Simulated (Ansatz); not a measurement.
An Ansatz (a quantum-chemistry and plane-wave program) input (Ansatz r2SCAN, without spin-orbit coupling):

Ansatz 0.2 input:
```yaml
crystal:
  lattice:
    - [0, 2.609089871, 2.609089871]
    - [2.609089871, 0, 2.609089871]
    - [2.609089871, 2.609089871, 0]
  atoms:
    - { symbol: P, position: [0.25, 0.25, 0.25] }
    - { symbol: Ir, position: [0, 0, 0] }
basis: { ecutwfc: 500, ecutrho_ratio: 4, xc_grid: 4, fft_grid_basis: typed }
kpoints: { mp_grid: { grid: [15, 15, 15] } }
hamiltonian:
  xc: r2scan
  dispersion: none
  pseudopotentials: { kind: paw }
scf: { occupations: { method: fermi_dirac, width: 0.05 }, convergence: { dr2_threshold: 0.0000000002 } }
output: { forces: true, stress: true }
checkpoint: { write: state.ck, write_every: 1000 }
```

Task: Which symmetry and how many k-points will the program report, and about how many plane waves at Γ?

Result: Space group F-43m (ITA 216) with 24 operations, k-points 120 of 3375, and 893 plane waves at Γ.

Stability against distortions was not tested. The final runs are not spin-polarised. The cell was made from InP by this change: In → Ir; the result is a hypothetical phase, not in the database extracts checked.
